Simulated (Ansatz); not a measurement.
Here is the system:

```xyz
2
Lattice="0.0000 2.8333 2.7908 2.8333 0.0000 2.7908 2.8333 2.8333 0.0000" Properties=species:S:1:pos:R:3 pbc="T T T"
Ga     0.0000     0.0000     0.0000
As     1.4167     1.4167     1.3954
```

No spin polarisation.

Method: Ansatz (a first-principles code), r2SCAN, PAW, cutoff 500 eV, no SOC. Settings: 10×10×10 k-points, 0.05 eV Fermi–Dirac smearing.

Problem. Predict the gap character.

Solution. Direct at Γ.

Problem. What is the computed stress (xx, yy, zz, yz, xz, xy; compression positive)?

Solution. (0.80, 0.80, 1.79, 0.00, 0.00, 0.00) GPa.

Problem. What is the computed band gap?

Solution. 1.02 eV.

Problem. Estimate the space group.

Solution. I-4m2 (No. 119).

The cells carry an imposed strain or load. No phonon test of stability was made. The cell was made from GaAs in the zinc blende structure (space group F-43m, No. 216) by this change: uniaxial strain ε_zz = −1.50 %.
